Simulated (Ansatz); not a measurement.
# zinc-blende ZnS: the defect Zn vacancy + Al on the Zn site (V_Zn+Al_Zn)

All values below come from PBE, PAW (plane waves to 420 eV; Ansatz, an electronic-structure program). The supercell holds 64 host sites (2×2×2 repeats of a cell of 8 atoms), with a 2×2×2 shifted k-point sampling for the final energies. Sites at the start: the Zn site; Zn 3.85 Å away. Energies of charged states are corrected for periodic images (point charge plus alignment at distant sites). Dielectric constants: PBE linear response of the host. Host gap at this level: 2.01 eV. A cell of this size leaves errors of a few tenths of an eV. Levels are measured in PBE's own, too narrow, gap. Spin–orbit coupling is left out. Each state is the lowest found from its start.

The name describes the start; the neighbours show where the atoms ended.

Charges with a result: 0, −1. Others weren't obtained, and one of them could lie lower, also by skipping a charge.

```csv
charge,moment (μB),largest move off a lattice site (Å),neighbours of the last Al atom of the defect at the end (Å),image correction with alignment (eV),above the lowest spin state (eV)
0†,1.0,0.10,"S 2.24, S 2.31, S 2.32, S 2.32",0.05,0.00
0†,1.0,0.10,"S 2.24, S 2.31, S 2.32, S 2.32",0.05,0.00
−1,0.0,0.13,"S 2.23, S 2.31, S 2.31, S 2.31",0.38,0.00
−1,not spin-polarised,0.13,"S 2.23, S 2.31, S 2.31, S 2.31",0.38,0.00
```

† Not settled in this cell, so no level is given: charge 0: a level filled in part, carriers not clearly localised, a correction for the charge's moments that the other states lack.

Starting moments that weren't kept: charge 0 began with 3 μB and ended with 1.0; charge −1 began with 2 μB and ended with 0.0.

Flagged in the runs: a strain field that reaches the edge of the cell.

All states together cost about 80 core-minutes (a rough figure).
